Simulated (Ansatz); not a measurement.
Reference: monolayer GeSe, PBE, rigid bands (plane waves, PAW, scalar-relativistic; Ansatz, a first-principles code); geometry: cell and atoms relaxed with PBE.

```yaml
crystal:
  lattice:
    - [3.97348, 0.00000, 0.00000]
    - [0.00000, 4.27926, 0.00000]
    - [0.00000, 0.00000, 18.83059]
  atoms:
    - { symbol: Ge, position: [0.75000, 0.89407, 0.56429] }
    - { symbol: Ge, position: [0.25000, 0.39407, 0.43571] }
    - { symbol: Se, position: [0.25000, 0.48053, 0.56912] }
    - { symbol: Se, position: [0.75000, 0.98053, 0.43088] }
```

| Item | Result |
|---|---|
| band gap | 1.15 eV |
| electron conductivity mass | 0.199 mₑ |

Swap Se for S, keeping the structure type. How do these values move?

band gap rises (1.15 eV to 1.78 eV); electron conductivity mass rises (0.199 mₑ to 0.37 mₑ).

Swap Ge for Sn, keeping the structure type. How do these values move?

band gap falls (1.15 eV to 0.93 eV); electron conductivity mass falls (0.199 mₑ to 0.145 mₑ).

Moves up to 5 % count as about the same. Masses are for dilute carriers at 300 K, harmonic means over directions unless an axis is named. Spin-orbit coupling is left out.
